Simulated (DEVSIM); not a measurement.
Structure: illuminated Si n-on-p cell, one wavelength, at 350 K.

Layer 1 from the left is Si, thickness (μm) 0.290, Nd (cm⁻³) 9e17, τn (s) 2e-7, τp (s) 9.5e-8, absorption coefficient (cm⁻¹) 260. Layer 2 from the left is Si, thickness (μm) 54.0, Na (cm⁻³) 6.8e16, τn (s) 1.2e-6, τp (s) 1.2e-6, absorption coefficient (cm⁻¹) 260.

Left contact: ohmic, minority hole recombination velocity 200 cm/s. Right contact: ohmic, minority electron recombination velocity 10 cm/s. Voltage is applied to the left contact. Recombination: SRH at mid-gap, radiative, Auger. Gap narrowing is on: ΔEg = 6.92 meV × (l + √(l² + 0.5)), l = ln(N/1.3e17 cm⁻³), shared equally by both band edges. Light enters at the left, 1e18 photons cm⁻² s⁻¹, one pass, no reflection. Mobility is μmin + (μ − μmin)/(1 + (N/Nref)^α).

The device is made up for the run: typed textbook-type constants, with dimensions and the other settings drawn at random. Values at 300 K; Nc and Nv go as T^1.5, mobilities as T to minus their exponent, the gap by Varshni's rule with the affinity fixed.

Si: gap (eV) 1.124, affinity (eV) 4.05, permittivity 11.7, Nc (cm⁻³) 2.86e19, Nv (cm⁻³) 3.1e19, μn (cm²/Vs) 1417, μp (cm²/Vs) 470, μn,min 52, μp,min 45, Nref,n 9.7e16, Nref,p 2.2e17, αn 0.68, αp 0.72, T exponent of μn 2.3, T exponent of μp 2.2, B (cm³/s) 4.7e-15, Cn (cm⁶/s) 2.8e-31, Cp (cm⁶/s) 9.9e-32, Varshni α (eV/K) 0.000473, Varshni β (K) 636.

DEVSIM, 1D drift-diffusion, Boltzmann statistics, complete ionisation; no tunnelling, impact ionisation, image-force lowering or self-heating.

Dark forward current:

```tsv
|V| (V)	|J| (A/cm²)
0.05	5.067e-8
0.10	1.782e-7
0.15	5.558e-7
0.20	1.859e-6
0.25	7.072e-6
0.30	3.048e-5
0.35	0.0001437
0.40	0.0007137
0.45	0.003645
0.50	0.01885
0.55	0.09778
0.60	0.4983
0.65	2.329
0.70	8.643
0.75	24.41
0.80	60.51
0.85	150.1
0.90	397.6
0.95	1048
1.00	2349
```

Work out the local ideality factor n = ΔV / (kT/q · ln(J2/J1)) between the rows 0.15 and 0.20 V, 0.50 and 0.55 V, 0.95 and 1.00 V.

kT/q = 30.16 mV. From 0.15 to 0.20 V: ln(1.859e-6/5.558e-7) = 1.207, n = 1.37. From 0.50 to 0.55 V: ln(0.09778/0.01885) = 1.646, n = 1.01, near the 1 of diffusion or emission over a barrier. From 0.95 to 1.00 V: ln(2349/1048) = 0.807, n = 2.05.

What current could the absorbed light give at most, and what share is collected?

Σ αd = 1.41, so qΦ(1 − exp(−Σ αd)) = 121 mA/cm². The simulated short-circuit current is 91.65 mA/cm², a share of 0.76.

Estimate the open-circuit voltage by superposition: the voltage at which the dark current equals that short-circuit current.

Interpolating ln J in the table gives 0.548 V. The simulation gives 0.548 V, the same within the digits that matter. Superposition holds where collection doesn't change with voltage.

Estimate the fill factor from FF0 = (v − ln(v + 0.72))/(v + 1), v = qVoc/(nkT), with n from the dark curve.

The rows about Voc, 0.50 and 0.55 V, give n = 1.01, so v = 18.0 and FF0 = 0.794. The simulation gives 0.792, the same within the digits that matter.
